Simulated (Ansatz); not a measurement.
Cell and atoms of amorphous C48B12:

```xyz
60
Lattice="8.2350 0.0000 0.0000 0.0000 8.2350 0.0000 0.0000 0.0000 8.2350" Properties=species:S:1:pos:R:3 pbc="T T T"
C      1.2006     5.8096     7.3869
C      3.2287     3.9883     4.4817
C      5.8608     4.9895     1.7472
C      6.7362     6.8381     3.5215
C      2.4709     4.6306     0.7212
C      5.7403     1.2615     7.7277
C      7.9218     0.6210     4.8562
C      5.9616     7.6075     5.5544
C      3.3266     5.8532     0.9957
C      1.1407     1.8356     1.1890
C      5.5148     2.5606     3.2628
C      7.0821     8.0348     2.7497
C      4.4100     4.8425     6.6896
C      2.8873     1.3422     6.0731
C      5.0795     2.3503     7.1346
C      0.2359     6.1736     6.3643
C      0.4308     7.9196     7.9673
C      1.3946     6.9414     0.0528
C      8.1078     2.8792     4.7064
C      0.3495     3.9985     5.3939
C      5.4435     7.4651     0.7287
C      7.4744     0.8620     3.5199
C      4.2922     6.1983     4.5604
C      4.0043     0.2378     2.8632
C      3.2972     2.2662     2.4088
C      8.0169     7.4283     6.7998
C      1.6378     1.9853     6.0619
C      5.2294     8.1173     7.7537
C      3.8706     2.3398     6.4045
C      8.1110     5.3408     5.1998
C      1.7569     4.5658     7.6369
C      4.3612     6.0785     6.1241
C      2.5584     7.0167     0.8886
C      5.9004     3.9248     0.7272
C      5.4977     7.0923     4.2940
C      7.4707     5.6707     3.9525
C      4.7993     7.5161     6.4863
C      4.5094     1.6635     2.9019
C      1.9477     4.0131     1.8344
C      7.2345     8.0646     5.7851
C      7.7129     3.4010     2.1114
C      6.7689     2.8865     1.0845
C      2.4730     1.4664     1.5615
C      4.1364     4.8896     3.8659
C      0.5071     1.6992     5.2420
C      4.0595     7.7346     4.1192
C      6.7718     1.5188     0.5386
C      0.8160     3.0998     1.6951
B      7.1461     2.4283     3.4787
B      4.8684     6.0951     1.2253
B      3.7224     0.1462     5.5546
B      0.0787     0.9769     0.4712
B      1.4331     3.5331     6.4698
B      3.5183     3.7785     5.9388
B      7.1276     4.8068     2.6704
B      3.0575     0.0538     1.6148
B      6.4601     0.1466     1.4316
B      5.1634     4.1144     3.0225
B      2.8496     3.6425     3.0468
B      5.1877     3.8441     7.6442
```

All values below come from PBE, scalar-relativistic without spin-orbit coupling (plane waves to 420 eV, PAW; Ansatz, an electronic-structure program).

The cell was made by melting and quenching with the CHGNet potential and then relaxed with DFT. The hot cell started wider than the set density and was brought back towards it in steps. It is the lowest in DFT energy of 2 quenches. It is a model cell: composition and starting density were chosen by hand, and all elements were melted together. No dispersion term was used. Its density started from a set value of 2.10 and ended at 2.10 g/cm³. Cooling (nominally 990 K/ps over its main leg) ran many orders faster than in experiment, which tends to leave more defects and strain. Values belong to this one cell and scatter from quench to quench. The volume was held where the preparation left it, at a PBE pressure of 2.3 GPa. Stress components on the final sampling reach 3.8 GPa. On a 2×2×2 Γ-centred mesh force components of up to 0.34 eV/Å stay, since the relaxation ran on one k-point at (1/4, 1/4, 1/4).

Neighbours within C-C 1.74 Å, C-B 1.86 Å, B-B 2.02 Å count as bonded.

### Question
Give the coordination numbers, mean bond lengths and angles.

### Answer

```
Quantity                                              Result
----------------------  ------------------------------------
Mean coordination of C            3.15 (41 with 3, 7 with 4)
Mean coordination of B            3.08 (11 with 3, 1 with 4)
Mean C-C bond           1.447 Å (spread 0.053 Å, 57 counted)
Mean C-B bond           1.585 Å (spread 0.056 Å, 37 counted)
Bond angle at C                    mean 116.4°, spread 15.0°
Bond angle at B                    mean 117.9°, spread 12.6°
```

### Question
Which atoms depart from the most common coordination of their element?

### Answer
C3 has 4 (C34 1.47 Å, B50 1.57 Å, B55 1.58 Å, B58 1.70 Å); C23 has 4 (C44 1.49 Å, C35 1.52 Å, C32 1.57 Å, C46 1.62 Å); C35 has 4 (C8 1.44 Å, C4 1.48 Å, C23 1.52 Å, C46 1.58 Å); C37 has 4 (C28 1.47 Å, C8 1.49 Å, C32 1.55 Å, B51 1.67 Å); C41 has 4 (C48 1.43 Å, C42 1.49 Å, B55 1.62 Å, B49 1.77 Å); C46 has 4 (C24 1.46 Å, C35 1.58 Å, B51 1.61 Å, C23 1.62 Å); C47 has 4 (C42 1.47 Å, C6 1.49 Å, B52 1.64 Å, B57 1.67 Å); B49 has 4 (C22 1.60 Å, C19 1.62 Å, C11 1.65 Å, C41 1.77 Å).
